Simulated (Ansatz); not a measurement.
# metastable zinc-blende AlN: the defect Ge on the Al site

The numbers are results of PBE, PAW (plane waves to 420 eV; Ansatz, a program for electronic structure), not measurements. The supercell holds 64 host sites (2×2×2 repeats of the unit cell), with a 2×2×2 shifted k-point sampling for the final energies. Site at the start: the Al site. Charged cells carry a point-charge image correction with potential alignment at far atoms. Dielectric constants: PBE linear response of the host. Host gap at this level: 3.31 eV. These values are not converged in cell size to better than tenths of an eV. PBE underestimates the host's gap, which shifts levels and can delocalise carriers. Spin–orbit coupling is left out. Each state is the lowest found from its start.

Formation energies E_f are given with the Fermi level at the valence-band maximum. Chemical conditions: N-rich (Δμ(Al) = -2.69 eV, Δμ(Ge) = -0.009 eV, bounded by Ge3N4 (P31c); only phases computed here count, gases as isolated molecules at 0 K). Reference phases: Al: fcc Al, Ge: germanium.

```json
[
 {"charge": "+1", "moment (μB)": "not spin-polarised", "largest move off a lattice site (Å)": "0.03", "image correction with alignment (eV)": "0.39", "E_f, N-rich (eV)": "-2.02"},
 {"charge": "0*", "moment (μB)": "1.0", "largest move off a lattice site (Å)": "0.04", "image correction with alignment (eV)": "–", "E_f, N-rich (eV)": "–"},
 {"charge": "−1†", "moment (μB)": "not spin-polarised", "largest move off a lattice site (Å)": "0.46", "image correction with alignment (eV)": "0.06", "E_f, N-rich (eV)": "–"}
]
```

* At this level the carrier isn't localised at the defect: at charge 0 electrons occupy the conduction band. Such a state is shallow or no state of the defect, and this cell gives it no level.

† Not settled in this cell, so no level is given: charge −1: carriers not clearly localised, level within 0.1 eV of a band edge or past it.

No other site or start that was run ended lower by more than 0.1 eV.
